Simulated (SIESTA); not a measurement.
Band structure of ZnF2 (P4_2/mnm, 6 atoms in the cell).

```xyz
6
Lattice="4.7693 0.0000 0.0000 0.0000 4.7693 0.0000 0.0000 0.0000 3.1771" Properties=species:S:1:pos:R:3 pbc="T T T"
Zn     2.3846     2.3846     1.5885
Zn     0.0000     0.0000     0.0000
F      3.3235     3.3235     0.0000
F      1.4458     1.4458     0.0000
F      3.8304     0.9389     1.5885
F      0.9389     3.8304     1.5885
```

Level of theory: GGA PBE, numerical atomic orbitals DZP, PseudoDojo PBE standard norm-conserving potentials (rewritten from UPF to PSML) in SIESTA 5.4.2.

Settings: XC.functional = GGA; XC.authors = PBE; potentials = PseudoDojo PBE standard; PAO.BasisSize = DZP; PAO.EnergyShift = 0.005 Ry; MeshCutoff = 350 Ry; kgrid.MonkhorstPack = 5 5 7; OccupationFunction = FD; ElectronicTemperature = 20 meV; MaxSCFIterations = 150; SCF.Mixer.Method = Pulay; SCF.Mixer.Weight = 0.25; SCF.Mixer.History = 6; SCF.DM.Tolerance = 1.0E-05.

The starting cell comes from a database of computed structures (which also holds hypothetical and non-ambient phases and stackings), without a prior relaxation at this level. Its lattice was rescaled by a random factor within 2.5 % of one. Values carry the incompleteness of an atom-centred basis.

Problem. Predict the gap along the standard path and the places of the band edges.

Solution. The gap along the path is 4.18 eV, from R to Γ; the smallest direct gap on it is 4.23 eV.

Levels in eV from the top of the valence band on the path, bands 31 to 35:
```tsv
point	31	32	33	34	35
Γ	-0.55	-0.26	-0.26	-0.05	4.18
X	-0.48	-0.48	-0.32	-0.32	6.82
M	-0.80	-0.80	-0.28	-0.28	7.74
Z	-1.14	-1.14	-0.94	-0.94	8.89
R	-0.93	-0.93	0.00	0.00	9.66
A	-0.92	-0.92	-0.72	-0.72	9.16
```

Higher empty bands are left out: an atom-centred basis made for the valence describes them poorly.
